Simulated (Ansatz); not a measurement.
BAs, alloy series

Take BAs in the zinc blende structure (space group F-43m, No. 216; a = 4.809 Å) as the base.

The other end (x = 1) is BN in the zinc blende structure (space group F-43m, No. 216): 5.95 Å³/atom, gap 4.46 eV.

N replaces a fraction x of As; each row is one arrangement (x, atoms in the cell, starting space group or random), fully relaxed.

The values are results of DFT with PBE, PAW potentials and a 420 eV plane-wave cutoff in Ansatz (a quantum-chemistry and plane-wave program), spin-orbit coupling left out, not measurements.

Notes on the quantities. mixing energy: to 0.01 eV only: unlike meshes or grids; gap character: in this cell's own zone, which can be folded.

| variant | mixing energy | band gap | volume per atom | gap character |
|---|---|---|---|---|
| base | – | 1.21 eV | 13.90 Å³ | – |
| x(N) = 0.25, 8 atoms, Cm | +0.40 eV/atom | zero | 11.76 Å³ | – |
| x(N) = 0.333, 6 atoms, Imm2 | (withheld) | 0.16 eV | 10.95 Å³ | indirect, Γ → G₀–X (33 % along) |
| x(N) = 0.5, 8 atoms, Cm | +0.58 eV/atom | (withheld) | 9.54 Å³ | indirect, Γ → Y₂ |
| x(N) = 0.667, 6 atoms, I-4m2 | (withheld) | 0.81 eV | 8.26 Å³ | indirect, M–S (92 % along) → M |

**Question.** What belongs in the blanks?

**Answer.** 
- x(N) = 0.333, 6 atoms, Imm2, mixing energy: +0.419 eV/atom
- x(N) = 0.5, 8 atoms, Cm, band gap: 0.12 eV
- x(N) = 0.667, 6 atoms, I-4m2, mixing energy: +0.629 eV/atom

These are small ordered cells, not random alloys; other orderings at the same x differ. Whether these cells are dynamically stable was not tested. The final runs are not spin-polarised. A zero or small gap of B4As3N, B3As2N and B2AsN can be the functional's error rather than a property of the material. Labels are those of the standard path for the cell's own space group.
